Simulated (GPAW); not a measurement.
Worked example: self-consistent single point of MgTl (Pm-3m, 2 atoms in the cell) in GPAW.

Computed with LDA (Perdew-Wang 92), GPAW PAW datasets LDA (gpaw-data 1.0.1) (plane waves; GPAW).

```
CELL_PARAMETERS angstrom
      3.63780     0.00000     0.00000
      0.00000     3.63780     0.00000
      0.00000     0.00000     3.63780
ATOMIC_POSITIONS crystal
  Mg 0.00000 0.00000 0.00000
  Tl 0.50000 0.50000 0.50000
```

Reference input (self-consistent single point, DFT PBEsol, plane waves, GPAW PAW datasets PBEsol (made by gpaw-setup)): mode = pw; ecut = 800 eV; xc = PBEsol; kpts = 7 7 7; mesh shift (steps) = 0 0 0; occupations.name = methfessel-paxton; occupations.width = 0.272 eV; occupations.order = 0; nbands = -8; symmetry.symmorphic = false; symmetry.tolerance = 0.0005; maxiter = 150. This run's input differs from it in these lines:

```diff
@@ -13,3 +13,3 @@
 calc = GPAW(mode={'name': 'pw', 'ecut': 800},
-            xc='PBEsol',
+            xc='LDA',
             kpts=(7, 7, 7),
```

Its files differ too (potentials: GPAW PAW datasets LDA (gpaw-data 1.0.1)).

Output, abridged:

```
     iter     time        total  log10-change:
                         energy   eigst   dens
iter:   1 --:--:--    -5.466842
iter:   2 --:--:--    -5.464078   -1.07  -1.47
iter:   3 --:--:--    -5.362004   -1.68  -1.49
iter:   4 --:--:--    -5.372747   -2.53  -2.03
iter:   5 --:--:--    -5.365070c  -2.49  -2.31
iter:   6 --:--:--    -5.359139   -3.98  -2.50
iter:   7 --:--:--    -5.359165c  -5.31  -2.67
iter:   8 --:--:--    -5.356545c  -3.70  -2.74
iter:   9 --:--:--    -5.356539c  -5.36  -3.63
iter:  10 --:--:--    -5.356534c  -7.04  -3.73
iter:  11 --:--:--    -5.356508c  -6.51  -3.78
iter:  12 --:--:--    -5.356503c  -6.85  -4.12c
iter:  13 --:--:--    -5.356501c  -8.02c -4.43c
Converged after 13 iterations.

Dipole moment: (0.000000, 0.000000, 0.000000) |e|*Ang

Energy contributions relative to reference atoms: (reference = -555175.067535)

Kinetic:         -3.360437
Potential:       +4.946317
External:        +0.000000
XC:              -6.990087
Entropy (-ST):   -0.030928
Local:           +0.063170
SIC:             +0.000000
--------------------------
Free energy:     -5.371965
Extrapolated:    -5.356501

Showing only first 2 kpts
 Kpt  Band  Eigenvalues  Occupancy
  0     9     -3.44090    2.00000
  0    10      8.49590    0.00000
  0    11      8.49590    0.00000
  0    12      8.49590    0.00000

  1     9     -3.20350    2.00000
  1    10      6.20083    0.48519
  1    11      8.76360    0.00000
  1    12      8.76360    0.00000

Fermi level: 6.06658

No gap
No difference between direct/indirect transitions
Energy (eV): -5.356501

Forces in eV/Ang:
  0 Mg   -0.00000   -0.00000   -0.00000
  1 Tl   -0.00000    0.00000    0.00000

Stress tensor:
     0.018231     0.000000     0.000000
     0.000000     0.018231     0.000000
     0.000000     0.000000     0.018231
Stress (GPa, Voigt): [2.9209 2.9209 2.9209 0.     0.     0.    ]
```

The run converged in 13 iterations. GPAW prints stress with tension positive. Against the reference run the pressure goes from -1.24 to -2.92 GPa.

The starting cell comes from a database of computed structures (which also holds hypothetical and non-ambient phases and stackings), without a prior relaxation at this level.
